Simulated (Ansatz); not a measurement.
Results of HSE06 (PAW; Ansatz, a quantum-chemistry and plane-wave program) for In2Si2O7 (Fd-3m, No. 227, 22 atoms in the cell; start mp-19784).

Numerical settings: plane-wave cutoff 460 eV, 4×4×4 k mesh, Fermi–Dirac smearing 0.01 eV, scalar-relativistic PAW data made under PBE.

Cell (relaxed with PBEsol):

```yaml
crystal:
  lattice:
    - [0.00000, 4.72339, 4.72339]
    - [4.72339, 0.00000, 4.72339]
    - [4.72339, 4.72339, 0.00000]
  atoms:
    - { symbol: In, position: [0.12500, 0.12500, 0.12500] }
    - { symbol: In, position: [0.62500, 0.12500, 0.12500] }
    - { symbol: In, position: [0.12500, 0.12500, 0.62500] }
    - { symbol: In, position: [0.12500, 0.62500, 0.12500] }
    - { symbol: Si, position: [0.62500, 0.62500, 0.62500] }
    - { symbol: Si, position: [0.12500, 0.62500, 0.62500] }
    - { symbol: Si, position: [0.62500, 0.62500, 0.12500] }
    - { symbol: Si, position: [0.62500, 0.12500, 0.62500] }
    - { symbol: O, position: [0.69641, 0.69641, 0.30359] }
    - { symbol: O, position: [0.94641, 0.94641, 0.55359] }
    - { symbol: O, position: [0.30359, 0.30359, 0.69641] }
    - { symbol: O, position: [0.55359, 0.55359, 0.94641] }
    - { symbol: O, position: [0.30359, 0.69641, 0.69641] }
    - { symbol: O, position: [0.55359, 0.94641, 0.94641] }
    - { symbol: O, position: [0.69641, 0.30359, 0.30359] }
    - { symbol: O, position: [0.94641, 0.55359, 0.55359] }
    - { symbol: O, position: [0.69641, 0.30359, 0.69641] }
    - { symbol: O, position: [0.94641, 0.55359, 0.94641] }
    - { symbol: O, position: [0.30359, 0.69641, 0.30359] }
    - { symbol: O, position: [0.55359, 0.94641, 0.55359] }
    - { symbol: O, position: [0.00000, 0.00000, 0.00000] }
    - { symbol: O, position: [0.25000, 0.25000, 0.25000] }
```

Q: Estimate the band gap and smallest direct gap on the k points sampled that the calculation returns.

A: 
- band gap = 3.69 eV (on the SCF k mesh)
- smallest direct gap on the k points sampled = 4.19 eV

Note: cell and atoms aren't relaxed at this level (largest force component 0.05 eV/Å, pressure -3.0 GPa).

Spin–orbit coupling is not included.

The computed numbers hold no vibrational or temperature effects.

A start named mp-… is a Materials Project structure, which need not be a measured phase.
